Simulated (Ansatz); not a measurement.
The reference is Ga in the diamond structure (space group Fd-3m, No. 227; a = 5.758 Å; a hypothetical phase, not in the database extracts checked). Axes: x, y, z lie along the cube axes.

Computed with PBEsol (Ansatz, a first-principles code; PAW; 420 eV plane waves; scalar-relativistic without spin-orbit coupling).

Base values:

| Quantity | Result |
|---|---|
| Shortest interatomic distance | 2.493 Å |

Now apply this change: a free-standing slab of 2 layers (4 atoms, 2 a layer) is cut normal to [110], with 15 Å of vacuum and the in-plane cell held at bulk.

Problem. What happens to the excess energy per area of both faces and shortest interatomic distance?

Solution. The excess energy per area of both faces (slab less bulk energy over the cell's area: twice a surface energy) comes out as 1.22 J/m²; the shortest interatomic distance shrinks by 0.122 Å, from 2.493 Å to 2.371 Å.

Slab and bulk use different k-meshes, which limits the precision of the excess energy. Whether these cells are dynamically stable was not tested.
